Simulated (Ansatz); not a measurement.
The parent structure is MoS$_{2}$ in the 3R-MoS2 type structure (space group R3m, No. 160; a = 3.153 Å, c = 17.991 Å (hexagonal axes); layered, stacked along the Cartesian z axis).

(Cell as relaxed with PBE-D3(BJ).)

Levels (all Ansatz, an electronic-structure program, PAW): PBE-D3(BJ) (420 eV, spin-orbit coupling left out); PBEsol-D3(BJ) (420 eV, spin-orbit coupling left out).

Each level relaxes its own structure.

| base | PBE-D3(BJ) | PBEsol-D3(BJ) |
|---|---|---|
| volume per atom | 17.21 Å³ | 16.21 Å³ |
| lattice parameter a | 3.153 Å | 3.116 Å |
| band gap | 0.77 eV | 0.50 eV |

Perturbation: every lattice vector is shortened by 4.11 %; the atoms relax in the strained cell.

```tsv
quantity	PBE-D3(BJ)	PBEsol-D3(BJ)
band gap	0.44 eV	(withheld)
energy relative to the base (free energy F)	+73 meV/atom	(withheld)
pressure (mean of the normal stresses, compression positive)	12.9 GPa	(withheld)
largest internal atomic displacement	0.097 Å	(withheld)
```

### Question
Given the PBE-D3(BJ) results, estimate those of PBEsol-D3(BJ).

### Answer

- band gap, PBEsol-D3(BJ): zero
- energy relative to the base (free energy F), PBEsol-D3(BJ): +82 meV/atom
- pressure (mean of the normal stresses, compression positive), PBEsol-D3(BJ): 15.5 GPa
- largest internal atomic displacement, PBEsol-D3(BJ): 0.094 Å

They disagree on the band gap; PBE-D3(BJ)'s energy relative to the base lies 9.4 meV/atom below PBEsol-D3(BJ)'s; PBE-D3(BJ)'s pressure lies 2.6 GPa below PBEsol-D3(BJ)'s. Neither level is exact; PBEsol-D3(BJ) is the comparison here, not a measurement.

No phonon test of stability was made. The final runs are not spin-polarised. Gaps under 0.05 eV, about the width of the smearing, are given as zero. A zero or small gap of MoS2 under isotropic strain −4.11 % can be the functional's error rather than a property of the material.
